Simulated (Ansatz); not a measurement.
Input and output of a self-consistent single point for LuAu4 (I4, 5 atoms in the cell) (Ansatz, a first-principles code).

Method: LDA (PW92), default PAW files made with PBE (plane waves; Ansatz).

```xyz
5
Lattice="-3.3330 3.3330 2.0601 3.3330 -3.3330 2.0601 3.3330 3.3330 -2.0601" Properties=species:S:1:pos:R:3 pbc="T T T"
Lu     0.0000     0.0000     0.0500
Au     2.6586     1.3342     0.0000
Au     0.6744     1.9988     2.0601
Au     1.9988    -0.6744     2.0601
Au     1.3342     4.0074     0.0000
```

Reference input (self-consistent single point, DFT, LDA (PW92), plane waves, default PAW files made with PBE): basis.ecutwfc = 30.9 Ry; kpoints.mp_grid.grid = 7 7 7; hamiltonian.xc = lda; hamiltonian.pseudopotentials = {kind: paw} (the program's default PAW files); scf.occupations.method = fermi_dirac; scf.occupations.width = 0.0073 Ry. This run's input differs from it in these lines:

Ansatz 0.2 input:
```diff
@@ -15,3 +15,3 @@
   mp_grid:
-    grid: [7, 7, 7]
+    grid: [12, 12, 12]
 hamiltonian:
```

Log, with long lists cut:

```
SCF iter   1: F=—  HF=-65955.870032 eV  |F-HF|=—  |Δ(HF+E_count)|=         —  Δρ=6.99e-3  dr2=3.92e-2  ethr=1.77e-3  ⟨swp⟩=5.7  Hψ=64382  notcnv=0  defer=89
all-band conjugate gradients solve this SCF's bands
preconditioner: auto → Kerker (q_TF=auto, 2.773 Å⁻¹)
SCF iter   2: F=—  HF=-65955.859556 eV  |F-HF|=—  |Δ(HF+E_count)|=   1.05e-2  Δρ=3.36e-3  dr2=7.13e-3  ethr=3.88e-5  ⟨swp⟩=2.1  Hψ=29656  notcnv=0  defer=174
   [... lines left out ...]
SCF iter   5: F=—  HF=-65955.857653 eV  |F-HF|=—  |Δ(HF+E_count)|=   7.57e-5  Δρ=2.44e-4  dr2=4.41e-5  ethr=1.86e-7  ⟨swp⟩=2.2  Hψ=25910  notcnv=0  defer=174
SCF iter   6: F=—  HF=-65955.857630 eV  |F-HF|=—  |Δ(HF+E_count)|=   2.29e-5  Δρ=8.60e-5  dr2=4.61e-6  ethr=4.36e-8  ⟨swp⟩=2.0  Hψ=25326  notcnv=0  defer=174
SCF iter   7: F=—  HF=-65955.857628 eV  |F-HF|=—  |Δ(HF+E_count)|=   1.72e-6  Δρ=1.42e-5  dr2=1.39e-7  ethr=4.56e-9  ⟨swp⟩=2.2  Hψ=26809  notcnv=0  defer=174
SCF iter   8: F=-65955.857628 eV  HF=-65955.857628 eV  |F-HF|=2.56e-9  |Δ(HF+E_count)|=   4.65e-8  Δρ=2.32e-6  dr2=4.21e-9  ethr=9.90e-11  ⟨swp⟩=12.4  Hψ=97389  notcnv=0
SCF 1 converged in 8 iterations: F = -65955.857628 eV  dr2 = 4.21e-9
Free energy (F): -65955.857628 eV
Internal energy: -65955.812188 eV  (E = F + TS)
E sigma→0 (E₀):  -65955.834908 eV
Entropy (-TS):   -0.045440 eV (-9.088 meV/atom)
Fermi energy:    19.558998 eV
--- Forces (eV/Å), atoms counted from 1 ---
  atom   1  Lu     0.00000000     0.00000000    -0.37636119
  atom   2  Au     0.00837954    -0.03792521     0.09408453
  atom   3  Au    -0.00837954     0.03792521     0.09408453
  atom   4  Au     0.03792521     0.00837954     0.09408453
  atom   5  Au    -0.03792521    -0.00837954     0.09408453
--- Stress (GPa, compression-positive) ---
       -6.410190       0.000000       0.000000
       -0.000000      -6.410190       0.000000
        0.000000       0.000000      -6.458649
  P = ⅓ Tr σ = -6.4263 GPa (-64.263 kbar)
  The stress holds the Pulay correction. Without it, at fixed plane waves, as pw.x and ABINIT print it: P = -6.4701 GPa
```

The run converged in 8 iterations. Against the reference run the free energy hardly moves (within 1 meV/atom), the pressure stays near -6.43 GPa while the zz stress (positive for compression) goes from -6.79 to -6.46 GPa and the largest force hardly changes (0.377 to 0.376 eV/Å).

The starting cell comes from a database of computed structures (which also holds hypothetical and non-ambient phases and stackings), without a prior relaxation at this level. Its lattice was rescaled by up to half a per cent. One atom was moved a little off its site on purpose. With a pressure of about -6 GPa the cell is away from its equilibrium volume at this level. Ansatz's pressure includes its estimate of the finite-basis (Pulay) stress.

Cost on one core of a shared machine: roughly 2 min.
